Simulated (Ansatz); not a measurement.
The reference is BaS in the rock salt structure (space group Fm-3m, No. 225; a = 6.331 Å).

Method: DFT with PBEsol, PAW potentials and a 420 eV plane-wave cutoff in Ansatz (a quantum-chemistry and plane-wave program), scalar-relativistic without spin-orbit coupling.

Before the change:

| Quantity | Result |
|---|---|
| Smallest direct gap | 2.13 eV |
| Valley order | X along ⟨100⟩ 2.04 eV; Γ 3.63 eV |
| Electron mass | 1.3 mₑ along k, 0.32 mₑ across (at X) |

It is then changed as follows: every lattice vector is stretched by 3.00 %, atoms relaxed at fixed cell.

Problem. What happens to the smallest direct gap, energy relative to the base, valley order and electron mass?

Solution. The smallest direct gap increases by 0.18 eV to 2.31 eV; the energy grows by 34 meV/atom; the valley order (the lowest conduction-band minima on the path, energy above the VBM, named in the base's zone) changes from X along ⟨100⟩ 2.04 eV; Γ 3.63 eV to X along ⟨100⟩ 2.17 eV; Γ 3.20 eV; the electron mass changes from 1.3 mₑ along k, 0.32 mₑ across (at X) to 1.3 mₑ along k, 0.34 mₑ across (at X).

The cells carry an imposed strain or load. Effective masses come from finite differences of ±0.01 Å⁻¹. Along k means along the line from Γ to the band edge. Stability against distortions was not tested.
